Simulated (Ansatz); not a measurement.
For HgS (model structure, started from the h-BN type, P6₃/mmc, No. 194, 4 atoms in the cell), PBEsol in Ansatz (plane waves, PAW) gives:

lattice parameter a: 4.312 Å
lattice parameter c: 6.170 Å

**Question.** What does PBE-D3(BJ) (Ansatz, a program for electronic structure, plane waves, PAW) give for the same quantities?

**Answer.** 
- lattice constant a: 4.339 Å (goes up by 0.6 %)
- lattice parameter c: 6.227 Å (goes up by 0.9 %)

Changes are worked out from the printed values.

Unless a cell is named, each level is at its own relaxed cell (PBEsol 24.83, PBE-D3(BJ) 25.38 Å³/atom).

Levels without +SOC leave out spin–orbit coupling, which shifts energies and cells of such heavy elements.

Ansatz's density-functional and Hartree–Fock values are scalar-relativistic unless marked +SOC, with PAW data made under PBE.

A model structure was made by putting elements into a prototype or built by hand; it is no filed structure, need not be a known phase, and can be a saddle point held by its symmetry.
